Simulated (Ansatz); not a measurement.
Consider Ga$_{2}$O$_{3}$ (space group C2/m, No. 12; a = 12.4560 Å, b = 3.0833 Å, c = 5.8773 Å, α = 90.00°, β = 103.70°, γ = 90.00°).

Method: PBE (Ansatz, a first-principles code, PAW, without spin-orbit coupling), earlier PAW set.

For the base:

```
Item        Result
--------  --------
Pressure  0.01 GPa
Band gap   2.01 eV
```

Now apply this change: every lattice vector is stretched by 4.69 %, atoms relaxed at fixed cell.

### Question
What does the calculation give for the pressure after the change?

### Answer
The pressure (mean of the normal stresses, compression positive) shrinks by 16.22 GPa, from 0.01 GPa to -16.21 GPa.

### Question
Estimate the effect on the band gap.

### Answer
The band gap drops by 0.98 eV to 1.03 eV.

### Question
How does this affect the largest internal atomic displacement?

### Answer
The largest internal atomic displacement comes out as 0.161 Å.

### Question
Predict the new energy relative to the base.

### Answer
The energy rises by 92 meV/atom.

The cells carry an imposed strain or load. Gaps are Kohn–Sham eigenvalue differences; semilocal functionals usually give less than the measured gap. Stability against distortions was not tested.
